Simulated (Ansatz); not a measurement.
## Ge, response to strain

Base system: Ge in the diamond structure (space group Fd-3m, No. 227; a = 5.674 Å). Axes: x, y, z lie along the cube axes.

Strains are applied to the cell and any free atomic positions relax; under biaxial strain the out-of-plane vector relaxes too.

Level of theory: Ansatz (a program for electronic structure), r2SCAN, PAW, cutoff 500 eV, no spin-orbit coupling.

Notes on the quantities. in-plane stress: mean in-plane stress (compression positive).

| case | smallest direct gap | ratio −ε⊥/ε∥ | in-plane stress |
|---|---|---|---|
| base | 0.36 eV | – | – |
| biaxial strain −2.50 %, plane normal [111], relaxed out of plane | 0.56 eV | 0.35 | +5.0 GPa |
| biaxial strain −2.08 %, plane normal [111], relaxed out of plane | 0.54 eV | 0.35 | +4.1 GPa |
| biaxial strain −1.67 %, plane normal [111], relaxed out of plane | 0.52 eV | 0.35 | +3.2 GPa |
| biaxial strain −1.25 %, plane normal [111], relaxed out of plane | 0.49 eV | 0.35 | +2.4 GPa |
| biaxial strain −0.83 %, plane normal [111], relaxed out of plane | 0.45 eV | 0.34 | +1.5 GPa |
| biaxial strain −0.42 %, plane normal [111], relaxed out of plane | – | – | +0.8 GPa |

Stability against distortions was not tested. The real Ge has an indirect gap at ambient pressure; r2SCAN orders its close-lying valleys differently.
